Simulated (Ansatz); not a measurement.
Base system: Ag2O (space group Pn-3m, No. 224; a = 4.7067 Å). Axes: x, y, z lie along the cube axes.

The values are results of PBEsol, PAW, 420 eV (Ansatz, a quantum-chemistry and plane-wave program; scalar-relativistic without spin-orbit coupling), not measurements.

For the base:

| Property | Value |
|---|---|
| Volume per atom | 17.38 Å³ |
| Band gap | zero |

Modification: biaxial strain −2.40 %, plane normal [001], relaxed out of plane (Cartesian); in-plane vectors clamped, the third vector and the atoms free.

Q: Estimate the effect on the volume per atom.

A: The volume per atom falls by 0.06 Å³ (17.38 Å³ → 17.32 Å³).

Q: How does this affect the energy relative to the base?

A: The energy rises by 0.4 meV/atom.

Q: What does the calculation give for the band gap after the change?

A: The band gap is still zero.

The mesh was chosen for an insulator and is coarse for the gapless case. No phonon test of stability was made. No Hubbard U is applied, and correlation can decide whether such a compound is a metal. All final runs are without spin polarisation. The zero or small gap of Ag2O can change with the level of theory.
